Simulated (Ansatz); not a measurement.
Consider Lu in the hcp (Mg type) structure (space group P6_3/mmc, No. 194; a = 3.4432 Å, c = 5.3669 Å; relaxed with 0.1 eV smearing). Axes: x lies along a and z along c of the hexagonal cell.

Structures relaxed with PBEsol (Ansatz, an electronic-structure program; PAW; 420 eV plane waves; no spin-orbit coupling).

Base:

Simulated powder pattern, Cu Kα, λ = 1.54184 Å (kinematic, ideal powder, no thermal factors, no anomalous dispersion; the 14 strongest lines at most, above 2 %, up to 2θ = 90°):

| 2θ (°) | I/Imax (%) | hkl |
|---|---|---|
| 29.97 | 24 | (100) |
| 33.39 | 24 | (002) |
| 34.41 | 100 | (101) |
| 45.47 | 16 | (102) |
| 53.20 | 20 | (110) |
| 60.34 | 21 | (103) |
| 62.27 | 3.1 | (200) |
| 64.29 | 23 | (112) |
| 64.91 | 17 | (201) |
| 70.14 | 2.9 | (004) |
| 72.53 | 4.0 | (202) |
| 78.11 | 3.3 | (104) |
| 84.61 | 8.2 | (203) |
| 88.68 | 15 | (211) |

After one change:

Simulated powder pattern, Cu Kα, λ = 1.54184 Å (kinematic, ideal powder, no thermal factors, no anomalous dispersion; the 14 strongest lines at most, above 2 %, up to 2θ = 90°):

```
2θ (°)  I/Imax (%)
------  ----------
29.97           69
33.41           70
33.97          100
34.41           98
34.86           94
44.78           16
53.21           39
53.23           19
59.49           21
60.36           20
61.23           19
63.74           23
64.38           17
64.86           21
```

Problem. Name the change that was made.
A) tensor shear ε_xz = +0.86 %
B) tensor shear ε_xz = +1.71 %
C) tensor shear ε_xz = +0.57 %

Solution. B, tensor shear ε_xz = +1.71 %. Its volume per atom is 27.54 Å³ against 27.55 Å³, and its space group is C2/c (No. 15).

The cells carry an imposed strain or load. No phonon test of stability was made.
